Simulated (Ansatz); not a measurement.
Start from a 27-atom supercell of Al in the fcc (Cu type) structure (space group Fm-3m, No. 225; a = 4.014 Å) at its relaxed geometry.

The values are results of Kohn–Sham DFT with the PBEsol functional, run in Ansatz (a first-principles code) with PAW and 420 eV plane waves, no spin-orbit coupling, not measurements.

For the base:

The mean distance from the defect site to its nearest host atoms comes out as 2.84 Å and the pressure is 0.0 GPa.

Modification: one Al atom is replaced by Mg, atoms relaxed at fixed cell, starting from a slightly rattled geometry.

Tabulated Pauling electronegativity and covalent radius: Al 1.61, 1.21 Å; Mg 1.31, 1.41 Å.

Question: Predict the new mean distance from the defect site to its nearest host atoms.

Answer: The mean distance from the defect site to its nearest host atoms goes up by 0.02 Å, from 2.84 Å to 2.86 Å.

Question: Predict the new pressure.

Answer: The pressure goes from zero to 0.9 GPa.

Question: How does this affect the largest displacement of a host atom from its site in the perfect cell?

Answer: The largest displacement of a host atom from its site in the perfect cell comes out as 0.02 Å.

The cell is small, so the values are those of an ordered compound at a high defect concentration; dilute-limit values will differ. The defect cell is not spin-polarised.
